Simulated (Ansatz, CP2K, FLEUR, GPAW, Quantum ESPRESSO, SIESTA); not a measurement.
# LiNiS₂ (P2/c, 8 atoms in the cell) computed with different codes at matched settings

Self-consistent single point, at a second geometry (lattice scaled by 0.98). First geometry:

```yaml
crystal:
  lattice:
    - [5.77262, 0.00000, 0.00000]
    - [0.00000, 3.43378, 0.00000]
    - [-0.00829, 0.00000, 5.94827]
  atoms:
    - { symbol: Li, position: [0.50000, 0.25785, 0.75000] }
    - { symbol: Li, position: [0.50000, 0.74215, 0.25000] }
    - { symbol: Ni, position: [0.00000, 0.74624, 0.25000] }
    - { symbol: Ni, position: [0.00000, 0.25376, 0.75000] }
    - { symbol: S, position: [0.21131, 0.24667, 0.41869] }
    - { symbol: S, position: [0.78869, 0.75333, 0.58131] }
    - { symbol: S, position: [0.78869, 0.24667, 0.08131] }
    - { symbol: S, position: [0.21131, 0.75333, 0.91869] }
```

Shared settings, as Ansatz (a first-principles code) writes them: kpoints.mp_grid.grid = 4 7 4; scf.occupations.method = gaussian; scf.occupations.width = 0.136 eV. Potentials and cutoffs stand in the table.

```tsv
code	model	ΔF from the first geometry (meV/atom)	pressure (GPa)	largest force (eV/Å)	cutoff
GPAW	PBEsol, GPAW PAW datasets PBEsol (made by gpaw-setup)	-5.8	1.99	0.161	850 eV
Quantum ESPRESSO	PBEsol, GBRV 1.5 ultrasoft (PBESOL) pseudopotentials	-9.7	1.16	0.116	50 Ry
SIESTA	GGA PBEsol, numerical atomic orbitals TZP, PseudoDojo PBEsol standard norm-conserving potentials (rewritten from UPF to PSML)	-7.4	1.83	0.224	grid 300 Ry
Ansatz	PBEsol, PAW files made with PBE	-10.1	1.08	0.102	420 eV
FLEUR	PBEsol, all-electron FLAPW (FLEUR), scalar-relativistic valence	–	–	0.107	Kmax 4.1 1/bohr
CP2K	PBEsol, GPW, DZVP-MOLOPT-SR-GTH basis, GTH-PBE potentials (GTH_POTENTIALS)	-7.2	1.78	0.113	grid 600 Ry
```

Size of the force on each atom (eV/Å): Sizes of forces hide their directions.

```csv
code,Li1,Li2,Ni3,Ni4,S5,S6,S7,S8
GPAW,0.025,0.025,0.018,0.018,0.161,0.161,0.161,0.161
Quantum ESPRESSO,0.025,0.025,0.018,0.018,0.116,0.116,0.116,0.116
SIESTA,0.024,0.024,0.013,0.013,0.224,0.224,0.224,0.224
Ansatz,0.024,0.024,0.018,0.018,0.102,0.102,0.102,0.102
FLEUR,0.024,0.024,0.019,0.019,0.107,0.107,0.107,0.107
CP2K,0.025,0.025,0.076,0.076,0.113,0.113,0.113,0.113
```

A dash marks a value that a program does not give, or that is left out as unsure.

On Ansatz's run: spin polarisation is off, so a magnetic state, if there is one, cannot be reached.

The spread over the programs that give each value: ΔF from the first geometry within 4.3 meV/atom; pressure within 0.91 GPa; largest force within 0.122 eV/Å.

SIESTA and CP2K use small atom-centred bases, whose incompleteness enters pressures, forces and empty levels differently from a plane-wave cutoff. FLEUR treats all electrons, but the usual bases taken here (sphere radii, linearisation, local orbitals, empty states) were not tested for convergence, so the values are no reference for the others. Ansatz's pressure is given at a fixed set of plane waves, as the other plane-wave codes print theirs; with its correction for the finite basis it is 1.12 GPa. In the force vectors, SIESTA (by 0.125) lies more than 0.08 eV/Å from the median of the plane-wave programs.

The starting cell comes from a database of computed structures (which also holds hypothetical and non-ambient phases and stackings), without a prior relaxation at this level. Its lattice was rescaled by a random factor within 2.5 % of one. For this run, on top of that: lattice scaled by 0.98.

Keys are those of Ansatz 0.2.
